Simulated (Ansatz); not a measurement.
BP under load (space group R3m), r2SCAN with spin-orbit coupling, rigid bands (Ansatz, an electronic-structure program). Condition of this run: uniaxial stress along [111] of 2 GPa (compression positive) (the target of the relaxation). Band gap 1.37 eV, N_c = 4.08e19 cm⁻³ and N_v = 1.29e19 cm⁻³ at 300 K, conductivity masses of 0.323 mₑ (electrons) and 0.381 mₑ (holes). Take k_BT = 0.02585 eV.

Q: A film of it is 3 nm thick. Estimate the confinement energies in an infinite well.

A: ħ²π²/(2m t²) = 0.376 eV·nm²/(m/mₑ × t²) gives 129 meV for electrons and 110 meV for holes, so the gap would widen to about 1.61 eV. Finite barriers and nonparabolic bands lower this, and with several valleys or bands the heaviest mass along the normal sets the lowest level, not this average.

Q: Find the intrinsic carrier density and the intrinsic Fermi level.

A: n_i = √(N_c N_v) exp(−E_g/2k_BT) = 2.29e19 × exp(−26.50) = 7.1e7 cm⁻³. The level lies (k_BT/2) ln(N_v/N_c) = -15 meV from mid-gap (positive towards the conduction band). Each 0.1 eV added to the gap lowers n_i by a factor of 6.9.

Q: What built-in voltage has an abrupt junction with N_A = 1e16 and N_D = 1e18 cm⁻³, all dopants ionised?

A: V_bi = E_g/e − (k_BT/e) ln(N_c N_v/(N_A N_D)) = 1.37 − 0.02585 × 10.87 = 1.09 V, for the computed gap.

Rigid bands with the computed gap; masses take one relaxation time for all states.
